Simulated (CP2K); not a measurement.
Worked example: self-consistent single point of a sheet of PtS2 (3 atoms in the cell) in CP2K.

Level of theory: PBEsol, GPW, DZVP-MOLOPT-SR-GTH basis, GTH-PBE potentials (GTH_POTENTIALS) run with CP2K.

```
PtS2
1.0
    3.35403     0.00000     0.00000
   -1.67701     2.90467     0.00000
    0.00000     0.00000    16.79262
Pt S
1 2
Direct
  0.00000   0.00000   0.50000
  0.33333   0.66667   0.58315
  0.66667   0.33333   0.41685
```

Reference input (self-consistent single point, DFT PBE, GPW, DZVP-MOLOPT-SR-GTH basis, GTH-PBE potentials (GTH_POTENTIALS)): CUTOFF = 500 Ry; REL_CUTOFF = 40 Ry; SMEAR/METHOD = FERMI_DIRAC; ELECTRONIC_TEMPERATURE = 1160.45 K; KPOINTS/SCHEME = MONKHORST-PACK 11 11 1; XC_FUNCTIONAL = PBE; Pt/BASIS_SET = DZVP-MOLOPT-SR-GTH-q18; Pt/POTENTIAL = GTH-PBE-q18; S/BASIS_SET = DZVP-MOLOPT-SR-GTH-q6; S/POTENTIAL = GTH-PBE-q6; METHOD = GPW; EPS_DEFAULT = 1e-10. This run's input differs from it in these lines:

```diff
@@ -43,3 +43,6 @@
     &XC
-      &XC_FUNCTIONAL PBE
+      &XC_FUNCTIONAL
+        &PBE
+          PARAMETRIZATION PBESOL
+        &END PBE
       &END XC_FUNCTIONAL
```

Output, abridged:

```
 SCF WAVEFUNCTION OPTIMIZATION

  Step     Update method      Time    Convergence         Total energy    Change
     1 NoMix/Diag. 0.30E+00      -     0.57701144      -140.8901968798 -1.41E+02
     2 Broy./Diag. 0.30E+00      -     0.14189225      -142.5095397042 -1.62E+00
     3 Broy./Diag. 0.30E+00      -     0.05910583      -141.0914477818  1.42E+00
     4 Broy./Diag. 0.30E+00      -     0.01100851      -140.4791399222  6.12E-01
     5 Broy./Diag. 0.30E+00      -     0.00209826      -140.4764234343  2.72E-03
     6 Broy./Diag. 0.30E+00      -     0.00039450      -140.4826382557 -6.21E-03
   [... 10 lines left out ...]
    17 Broy./Diag. 0.30E+00      -     0.00003117      -140.4755343405  1.59E-04
    18 Broy./Diag. 0.30E+00      -     0.00000625      -140.4754136590  1.21E-04
    19 Broy./Diag. 0.30E+00      -     0.00000681      -140.4754528738 -3.92E-05
    20 Broy./Diag. 0.30E+00      -     0.00000089      -140.4754771059 -2.42E-05
  *** SCF run converged in    20 steps ***

  Overlap energy of the core charge distribution:               0.00000000070157
  Self energy of the core charge distribution:               -231.15653223070930
  Core Hamiltonian energy:                                     51.26751100491792
  Hartree energy:                                              55.45836866173466
  Exchange-correlation energy:                                -16.04480748970802
  Electronic entropic energy:                                  -0.00001705298043
  Fermi energy:                                                -0.02320743881137

  Total energy:                                              -140.47547710593105
  Total energy (extrapolated to T->0):                       -140.47546857944084

                     Mulliken Population Analysis

   [... lines left out ...]

 STRESS| Analytical stress tensor [bar]
 STRESS|                        x                   y                   z
 STRESS|      x        2.27800731954E+04   9.73158839103E-01   3.73420594277E-01
 STRESS|      y        9.73158839103E-01   2.27811094609E+04  -2.45447776585E-01
 STRESS|      z        3.73420594277E-01  -2.45447776585E-01  -2.21981432840E+04
 STRESS| 1/3 Trace                                             7.78767979077E+03
```

The run converged in 20 iterations. Against the reference run the largest force goes from 0.445 to 0.810 eV/Å and the gap on the mesh goes from 1.496 to 1.448 eV.

The starting cell was generated: these elements placed on a structure prototype, without a prior relaxation; it need not be a known phase or ordering of this composition. Its lattice was rescaled in the plane by a random factor within 2.5 % of one. Spin-orbit coupling is off. Values carry the incompleteness of an atom-centred basis. The potentials were made for another functional than the one used.
